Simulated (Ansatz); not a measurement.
**A computed series for ZrC: response to strain**

Take ZrC in the rock salt structure (space group Fm-3m, No. 225; relaxed with 0.1 eV smearing) as the base.

```
ZrC
1.0
    0.00000     2.33454     2.33454
    2.33454     0.00000     2.33454
    2.33454     2.33454     0.00000
Zr C
1 1
Direct
  0.00000   0.00000   0.00000
  0.50000   0.50000   0.50000
```

Strains are applied to the cell and any free atomic positions relax.

Calculations: plane-wave PAW DFT at the PBEsol level (Ansatz, an electronic-structure program, 420 eV), spin-orbit coupling left out.

Candidates:
(a) isotropic strain +2.50 %
(b) isotropic strain +2.00 %
(c) isotropic strain −2.50 %
(d) isotropic strain −2.00 %
(e) isotropic strain +1.50 %

Notes on the quantities. energy relative to the base: free energy F.

Problem. Order them by energy relative to the base, highest first.

Solution. (c) isotropic strain −2.50 % (+57 meV/atom), (a) isotropic strain +2.50 % (+49 meV/atom), (d) isotropic strain −2.00 % (+36 meV/atom), (b) isotropic strain +2.00 % (+32 meV/atom), (e) isotropic strain +1.50 % (+18 meV/atom)

No phonon test of stability was made. All final runs are without spin polarisation.
